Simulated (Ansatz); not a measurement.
Start from a 24-atom supercell of BAs in the zinc blende structure (space group F-43m, No. 216) at its relaxed geometry.

```
BAs
1.0
    0.00000     4.80934     4.80934
    4.80934    -4.80934     4.80934
    4.80934     4.80934     0.00000
As B
12 12
Direct
  0.50000   0.25000   0.50000
  0.50000   0.25000   0.00000
  0.66667   0.58333   0.66667
  0.66667   0.58333   0.16667
  0.83333   0.91667   0.83333
  0.83333   0.91667   0.33333
  0.00000   0.25000   0.50000
  0.00000   0.25000   0.00000
  0.16667   0.58333   0.66667
  0.16667   0.58333   0.16667
  0.33333   0.91667   0.83333
  0.33333   0.91667   0.33333
  0.00000   0.00000   0.00000
  0.00000   0.00000   0.50000
  0.16667   0.33333   0.16667
  0.16667   0.33333   0.66667
  0.33333   0.66667   0.33333
  0.33333   0.66667   0.83333
  0.50000   0.00000   0.00000
  0.50000   0.00000   0.50000
  0.66667   0.33333   0.16667
  0.66667   0.33333   0.66667
  0.83333   0.66667   0.33333
  0.83333   0.66667   0.83333
```

Level of theory: PBE (Ansatz, a quantum-chemistry and plane-wave program), spin-orbit coupling left out.

One neutral defect a cell, atoms relaxed at fixed cell.

One change was made to it. Results:

```tsv
quantity	base	after
gap of the supercell	1.28 eV	zero
pressure	0.0 GPa	3.6 GPa
largest displacement of a host atom from its site in the perfect cell	–	0.17 Å
total moment of the cell	–	0.0 μB
```

Task: Name the change that was made.
A. B vacancy, symmetric start
B. B interstitial (started 2.08 Å from the nearest host atom)
C. H interstitial (started 2.08 Å from the nearest host atom)
D. As interstitial (started 1.96 Å from the nearest host atom), symmetric start

Result: B, B interstitial (started 2.08 Å from the nearest host atom). For comparison, the pressure in the other runs: As interstitial (started 1.96 Å from the nearest host atom), symmetric start gives 11.5 GPa; B vacancy, symmetric start gives -0.4 GPa; H interstitial (started 2.08 Å from the nearest host atom) gives 1.1 GPa.

Other magnetic orders, which the real material may have, were not ruled out. The cell is small, so the values are those of an ordered compound at a high defect concentration; dilute-limit values will differ. The mesh was chosen for an insulator and is coarse for the gapless case. Defects with a symmetric start kept the site's symmetry and may sit on a saddle; the others started slightly shaken. Starting moments died away, wholly or in part, for B interstitial (started 2.08 Å from the nearest host atom), As interstitial (started 1.96 Å from the nearest host atom) and B vacancy; another magnetic solution may exist.
